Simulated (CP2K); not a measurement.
Band structure of AsPb₃ (P6_3/mmc, 8 atoms in the cell).

```xyz
8
Lattice="6.9193 0.0000 0.0000 -3.4597 5.9923 0.0000 0.0000 0.0000 5.2392" Properties=species:S:1:pos:R:3 pbc="T T T"
As     3.4597     1.9974     1.3098
As     0.0000     3.9949     3.9294
Pb     1.8067     1.0431     3.9294
Pb     1.6529     4.9492     1.3098
Pb     0.0000     2.0862     1.3098
Pb     3.4597     3.9061     3.9294
Pb     5.1126     1.0431     3.9294
Pb    -1.6529     4.9492     1.3098
```

Computed with PBEsol, GPW, DZVP-MOLOPT-SR-GTH basis, GTH-PBE potentials (GTH_POTENTIALS) in CP2K.

Settings: CUTOFF = 400 Ry; REL_CUTOFF = 60 Ry; SMEAR/METHOD = GAUSSIAN; SIGMA = 0.1 eV; KPOINTS/SCHEME = MONKHORST-PACK 3 3 3; XC_FUNCTIONAL = PBE:PBESOL; As/BASIS_SET = DZVP-MOLOPT-SR-GTH-q5; As/POTENTIAL = GTH-PBE-q5; Pb/BASIS_SET = DZVP-MOLOPT-SR-GTH-q4; Pb/POTENTIAL = GTH-PBE-q4; METHOD = GPW; EPS_DEFAULT = 1e-10; EXTRAPOLATION = USE_GUESS; NGRIDS = 4.

The starting cell comes from a database of computed structures (which also holds hypothetical and non-ambient phases and stackings), without a prior relaxation at this level. Its lattice was rescaled by a random factor within 2.5 % of one. Spin-orbit coupling is off. Values carry the incompleteness of an atom-centred basis. The potentials were made for another functional than the one used. The run gives no clean gap (levels at the Fermi energy touch, overlap or are partly filled at this smearing), which alone does not show that the compound is a metal.

Levels in eV from the Fermi level, bands 15 to 20:
```json
[
 {"point": "Γ", "15": "-1.49", "16": "-0.83", "17": "-0.16", "18": "-0.16", "19": "1.08", "20": "1.13"},
 {"point": "M", "15": "-1.41", "16": "-1.11", "17": "-0.61", "18": "-0.45", "19": "0.50", "20": "1.18"},
 {"point": "K", "15": "-0.99", "16": "-0.46", "17": "-0.46", "18": "0.05", "19": "0.05", "20": "0.75"},
 {"point": "A", "15": "1.06", "16": "1.06", "17": "2.10", "18": "2.10", "19": "2.10", "20": "2.10"},
 {"point": "L", "15": "-0.51", "16": "-0.51", "17": "-0.13", "18": "-0.13", "19": "0.29", "20": "0.29"},
 {"point": "H", "15": "-0.63", "16": "-0.63", "17": "-0.62", "18": "-0.62", "19": "1.05", "20": "1.05"}
]
```

Bands cross the Fermi level along this path, so the cell is metallic at this level.

Higher empty bands are left out: an atom-centred basis made for the valence describes them poorly.
